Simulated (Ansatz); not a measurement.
WSe2: pressure 75 GPa

Start from WSe2 in the 2H-MoS2 type structure (space group P6_3/mmc, No. 194; a = 3.231 Å, c = 12.411 Å; layered, stacked along the Cartesian z axis).

The change: cell and atoms relaxed at a pressure of 75 GPa.

The values are results of PBEsol-D3(BJ), PAW, 420 eV (Ansatz, an electronic-structure program; no spin-orbit coupling), not measurements. k-mesh 12×12×3 (Γ-centred); smearing 0.05 eV (Fermi–Dirac).

```tsv
quantity	base	changed	shift
volume per atom	18.70 Å³	13.08 Å³	-5.62 Å³
density	10.12 g/cm³	14.47 g/cm³	+4.35 g/cm³
lattice parameter a	3.231 Å	2.874 Å	-0.3561 Å
c/a ratio	3.842	3.815	-0.027
shortest interatomic distance	2.511 Å	2.382 Å	-0.1285 Å
enthalpy H = E + PV relative to the base's energy	–	+7.03 eV/atom	–
band gap	0.67 eV	zero	–
```

The mesh was chosen for an insulator and is coarse for the gapless case. With W present, leaving out spin-orbit coupling can change the band edges. Load acts through the strain it causes; cell and atoms are relaxed under it. No phonon test of stability was made. No other phases were tried under pressure. The final runs are not spin-polarised.
